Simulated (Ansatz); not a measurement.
Consider ZnAu in the CsCl type structure (space group Pm-3m, No. 221; a = 3.187 Å; relaxed with 0.1 eV smearing).

Level of theory: DFT with PBE, PAW potentials and a 420 eV plane-wave cutoff in Ansatz (a quantum-chemistry and plane-wave program), without spin-orbit coupling.

For the base:

```
Property   Result
--------  -------
Pressure  0.0 GPa
```

The change: the cell is scaled by 1.0150 in all directions, atoms relaxed at fixed cell.

Question: How does this affect the energy relative to the base?

Answer: The energy rises by 11 meV/atom.

Question: What happens to the pressure?

Answer: The pressure goes from zero to -4.6 GPa.

The cells carry an imposed strain or load. Whether these cells are dynamically stable was not tested.
